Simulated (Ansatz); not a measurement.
## Gd: 2 layers

The reference is Gd in the hcp (Mg type) structure (space group P6_3/mmc, No. 194; a = 3.639 Å, c = 5.909 Å; ferromagnetic). Axes: x lies along a and z along c of the hexagonal cell.

The change: a free-standing slab of 2 layers (2 atoms, 1 a layer) is cut normal to the z axis, with 15 Å of vacuum and the in-plane cell held at bulk.

Level of theory: DFT with r2SCAN, PAW potentials and a 500 eV plane-wave cutoff in Ansatz (a program for electronic structure), spin-orbit coupling left out. k-mesh 15×15×1 (Γ-centred); smearing 0.05 eV (Fermi–Dirac), for the changed cell.

| quantity | base | changed | shift |
|---|---|---|---|
| layer's space group (with vacuum) | – | P-3m1 (No. 164) | – |
| band gap | zero | zero | – |
| magnetic state | ferromagnetic | ferromagnetic | – |
| largest site moment | 7.59 μB | 7.72 μB | +0.138 μB |
| excess energy per area of both faces (slab less bulk energy over the cell's area: twice a surface energy) | – | 1.83 J/m² | – |
| thickness between the outermost nuclei | – | 2.80 Å | – |

Final structure:

```
Gd
1.0
    3.63925     0.00000     0.00000
    1.81962     3.15168     0.00000
    0.00000     0.00000    17.95460
Gd
2
Direct
  0.33333   0.33333   0.42199
  0.66667   0.66667   0.57801
```

The magnetic state is the one reached from the starting moments; the real material's order can differ, and small cells can't hold many antiferromagnetic ones. The state of the 4f shell was not checked for lower solutions. Slab and bulk use different k-meshes, which limits the precision of the excess energy. Whether these cells are dynamically stable was not tested.
